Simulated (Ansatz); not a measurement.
Checking a run of Ansatz (a first-principles code) on TaSb (Pnma, 8 atoms in the cell). The aim is a self-consistent single point with DFT, PBE, plane waves, default PAW files.

Cell that was meant: a = 9.3764 Å, b = 5.0271 Å, c = 6.9157 Å, α = 90.00°, β = 90.00°, γ = 90.00°.

Part of the input:

Ansatz 0.2 input:
```yaml
crystal:
  lattice:
    - [4.961782, 0.000000, 0.000000]
    - [0.000000, 2.660222, 0.000000]
    - [0.000000, 0.000000, 3.659608]
  atoms:
    - { symbol: Ta, position: [0.180000, 0.250000, 0.125000] }
    - { symbol: Ta, position: [0.320000, 0.750000, 0.625000] }
    - { symbol: Ta, position: [0.820000, 0.750000, 0.875000] }
    - { symbol: Ta, position: [0.680000, 0.250000, 0.375000] }
    - { symbol: Sb, position: [0.036000, 0.250000, 0.610000] }
    - { symbol: Sb, position: [0.464000, 0.750000, 0.110000] }
    - { symbol: Sb, position: [0.964000, 0.750000, 0.390000] }
    - { symbol: Sb, position: [0.536000, 0.250000, 0.890000] }
basis:
  ecutwfc: 420.0
kpoints:
```

Log, with long lists cut:

```
WARN ansatz: RAYON_NUM_THREADS=1 ignored (pool sized by the plan → 1); use --threads N
Pseudopotentials: kind: paw
   [... lines left out ...]
Bands: 68, of which v1, the nominal top of the filled ones, is band 56 counted from 1 (55 counted from 0)
Symmetry: 8 space group operations
Space group: Pnma (ITA 62), of the structure as read, at distance tolerance 3.6e-5 Å
k-points: 12 of 24
Initial density: superposition of atomic densities (neutral atoms: chi_scale 0, normalization atom), corrected by the library's trained network
Initial wavefunctions: pseudopotential atomic-orbital guess
Eigensolver: davidson
Functional: x = pbe(κ = 0.804, μ = 0.2195149727645171), c = pbe(β = 0.06672455060314922)
SCF iter   1: F=—  HF=-65549.485138 eV  |F-HF|=—  |Δ(HF+E_count)|=         —  Δρ=1.09e0  dr2=8.29e2  ethr=1.77e-3  ⟨swp⟩=18.4  Hψ=6934  notcnv=0  defer=1
all-band conjugate gradients solve this SCF's bands
preconditioner: auto → Kerker (q_TF=auto, 3.139 Å⁻¹)
SCF iter   2: F=—  HF=-65353.685378 eV  |F-HF|=—  |Δ(HF+E_count)|=    1.96e2  S|Δr|=    0.00e0  Δρ=5.46e-1  dr2=1.76e2  ethr=1.77e-3  ⟨swp⟩=13.5  Hψ=3998  notcnv=0  defer=67
   [... lines left out ...]
SCF iter   7: F=—  HF=-65304.103979 eV  |F-HF|=—  |Δ(HF+E_count)|=   1.38e-4  S|Δr|=    0.00e0  Δρ=1.75e-4  dr2=9.94e-6  ethr=1.70e-7  ⟨swp⟩=4.8  Hψ=2085  notcnv=0  defer=58
SCF iter   8: F=—  HF=-65304.103991 eV  |F-HF|=—  |Δ(HF+E_count)|=   1.23e-5  S|Δr|=    0.00e0  Δρ=4.61e-5  dr2=5.53e-7  ethr=8.88e-9  ⟨swp⟩=4.3  Hψ=1998  notcnv=0  defer=58
SCF iter   9: F=-65304.103991 eV  HF=-65304.103991 eV  |F-HF|=1.04e-8  |Δ(HF+E_count)|=   1.29e-7  S|Δr|=    0.00e0  Δρ=8.46e-6  dr2=1.82e-8  ethr=8.93e-11  ⟨swp⟩=68.3  Hψ=11358  notcnv=0
SCF 1 converged in 9 iterations: F = -65304.103991 eV  dr2 = 1.82e-8
Stability not checked (fill_not_monotonic)
Free energy (F): -65304.103991 eV
Internal energy: -65304.072078 eV  (E = F + TS)
E sigma→0 (E₀):  -65304.096013 eV
Entropy (-TS):   -0.031913 eV (-3.989 meV/atom)
Fermi energy:    60.885115 eV
--- Forces (eV/Å), atoms counted from 1 ---
  atom   1  Ta   -16.58957205     0.00000000   -15.86832848
  atom   2  Ta    16.58957205     0.00000000   -15.86832848
  atom   3  Ta    16.58957205     0.00000000    15.86832848
   [... lines left out ...]
  atom   8  Sb    35.02831335     0.00000000   -94.61980552
--- Stress (GPa, compression-positive) ---
     2285.721644       0.000000       0.000000
        0.000000    3128.738439       0.000000
        0.000000       0.000000    2558.455051
  P = ⅓ Tr σ = 2657.6384 GPa (26576.384 kbar)
  The stress holds the Pulay correction. Without it, at fixed plane waves, as pw.x and ABINIT print it: P = 2653.3852 GPa
```

### Question
Can these results be used? Check the input.

### Answer
The run is not sound. The fault is this: lattice multiplied by the bohr radius once too often. Bohr and ångström differ by a factor of 1.89; the cell that the program reads is then far too large or far too small. To fix it, give the lengths in the unit that the key or card expects. The run converged in 9 iterations without an error; against the sound input the free energy goes up by 42.5 eV/atom, the pressure goes from -14.20 to 2658 GPa and the largest force goes from 1.049 to 100.9 eV/Å.

The sound input it was made from differs as follows (other fixes are possible):
```diff
-    - [4.961782, 0.000000, 0.000000]
-    - [0.000000, 2.660222, 0.000000]
-    - [0.000000, 0.000000, 3.659608]
+    - [9.376410, 0.000000, 0.000000]
+    - [0.000000, 5.027091, 0.000000]
+    - [0.000000, 0.000000, 6.915656]
```

With that input, the run converged in 7 iterations: free energy E − TS (on the zero of these files) -65644.0947 eV; Fermi level (on the code's own zero) 6.59 eV; pressure -14.20 GPa; largest force (vector length) 1.049 eV/Å (DFT, PBE, plane waves, default PAW files).

On the sound input: the starting cell was generated: these elements placed on a structure prototype, without a prior relaxation; it need not be a known phase or ordering of this composition. Spin-orbit coupling is off. Spin polarisation is off. With a pressure of about -14 GPa the cell is away from its equilibrium volume at this level. Forces in this geometry exceed 1 eV/Å. Ansatz's pressure includes its estimate of the finite-basis (Pulay) stress. Without a gap this mesh is coarse (it stands for a supercell whose shortest vector is 19 Å).
